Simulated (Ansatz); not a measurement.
A relaxation of the atoms of CuAgO₂ (Cm, 4 atoms in the cell) with Ansatz (an electronic-structure program).

Method: LDA (PW92), default PAW files made with PBE (plane waves; Ansatz).

The change in words: one atom moved by 0.15 angstrom; relax: default → atoms; relax.f_tol: default → 0.02 eV/Å. Reference geometry:
```
CuAgO2
1.0
    3.29558    -1.41972     0.00000
    3.29558     1.41972     0.00000
   -2.38086     0.00000     5.55598
Cu Ag O
1 1 2
Direct
  0.50000   0.50000   0.50000
  0.00000   0.00000   0.00000
  0.87545   0.87545   0.28377
  0.12455   0.12455   0.71623
```

Reference input (self-consistent single point, DFT, LDA (PW92), plane waves, default PAW files made with PBE): basis.ecutwfc = 420 eV; kpoints.mp_grid.grid = 11 11 5; hamiltonian.xc = lda; hamiltonian.pseudopotentials = {kind: paw} (the program's default PAW files); scf.occupations.method = gaussian; scf.occupations.width = 0.1 eV. This run's input differs from it in these lines:

```diff
@@ -6,3 +6,3 @@
   atoms:
-    - { symbol: Cu, position: [0.500000, 0.500000, 0.500000] }
+    - { symbol: Cu, position: [0.509752, 0.509752, 0.526998] }
     - { symbol: Ag, position: [0.000000, 0.000000, 0.000000] }
@@ -23,2 +23,4 @@
     width: 0.1
+relax:
+  f_tol: 0.02
 output:
```

Output (repeated stretches shortened):

```
   [... SCF lines of the steps left out ...]
relax step   1: F+E_penalty+E_count = -15120.23260220 eV  Δ(F+E_penalty+E_count) = +0.000e0 eV  max|allowed force component| = 3.389e0 eV/Å  Δτ_max = 0.0000 Å  (6 SCF iters, dr2 threshold 1.00e-5 eV, accepted)
relax step   2: F+E_penalty+E_count = -15120.44695911 eV  Δ(F+E_penalty+E_count) = -2.144e-1 eV  max|allowed force component| = 1.925e0 eV/Å  Δτ_max = 0.0735 Å  (6 SCF iters, dr2 threshold 1.00e-4 eV, accepted)
relax step   3: F+E_penalty+E_count = -15120.57894485 eV  Δ(F+E_penalty+E_count) = -1.320e-1 eV  max|allowed force component| = 6.137e-1 eV/Å  Δτ_max = 0.2000 Å  (7 SCF iters, dr2 threshold 1.00e-4 eV, accepted)
relax step   4: F+E_penalty+E_count = -15120.58786544 eV  Δ(F+E_penalty+E_count) = -8.921e-3 eV  max|allowed force component| = 3.109e-1 eV/Å  Δτ_max = 0.0430 Å  (7 SCF iters, dr2 threshold 3.83e-5 eV, accepted)
relax step   5: F+E_penalty+E_count = -15120.59371760 eV  Δ(F+E_penalty+E_count) = -5.852e-3 eV  max|allowed force component| = 4.373e-2 eV/Å  Δτ_max = 0.0225 Å  (6 SCF iters, dr2 threshold 9.82e-6 eV, accepted)
relax step   6: F+E_penalty+E_count = -15120.59381092 eV  Δ(F+E_penalty+E_count) = -9.333e-5 eV  max|allowed force component| = 1.359e-3 eV/Å  Δτ_max = 0.0054 Å  (6 SCF iters, accepted)
the relaxation is at rest under the 2 symmetry operations that the run kept from its start: a minimum is not shown …
Free energy (F): -15120.593811 eV
Internal energy: -15120.585915 eV  (E = F + TS)
E sigma→0 (E₀):  -15120.589863 eV
Entropy (-TS):   -0.007896 eV (-1.974 meV/atom)
Fermi energy:    9.750813 eV
--- Forces (eV/Å), atoms counted from 1 ---
  atom   1  Cu    -0.00021384     0.00000000    -0.00000666
  atom   2  Ag    -0.00018080     0.00000000    -0.00017301
  atom   3  O     -0.00094904     0.00000000    -0.00110423
  atom   4  O      0.00136345    -0.00000000     0.00126969
--- Stress (GPa, compression-positive) ---
       -4.173871       0.000000       0.159142
   [... lines left out ...]
  atoms:
    - { symbol: Cu, position: [0.502427550601193, 0.502427550601193, 0.5067410661588637] }
    - { symbol: Ag, position: [0.0024861320969014463, 0.0024861320969014463, 0.0067804937844585505] }
    - { symbol: O, position: [0.9116306677950134, 0.9116306677950134, 0.2939314076720235] }
    - { symbol: O, position: [0.09320764950689192, 0.09320764950689192, 0.719545032384654] }
```

The run converged. 

Summary of the result:
```
Property                                                 Result
-----------------------------------------------  --------------
Free energy E − TS (on the zero of these files)  -15120.5938 eV
Fermi level (on the code's own zero)                    9.75 eV
Pressure                                              -6.90 GPa
Largest force (vector length)                        0.002 eV/Å
Relaxation steps                                              6
```

The starting cell comes from a database of computed structures (which also holds hypothetical and non-ambient phases and stackings), without a prior relaxation at this level. Its lattice was rescaled by up to half a per cent. For this run, on top of that: one atom moved by 0.15 angstrom. Spin polarisation is off, so a magnetic state, if there is one, cannot be reached. Ansatz's pressure includes its estimate of the finite-basis (Pulay) stress. Without the estimate this run gives -7.58 GPa. The run gives no clean gap (levels at the Fermi energy touch, overlap or are partly filled at this smearing), which alone does not show that the compound is a metal.

Cost on one core of a shared machine: roughly 80 s.

Keys are those of Ansatz 0.2.
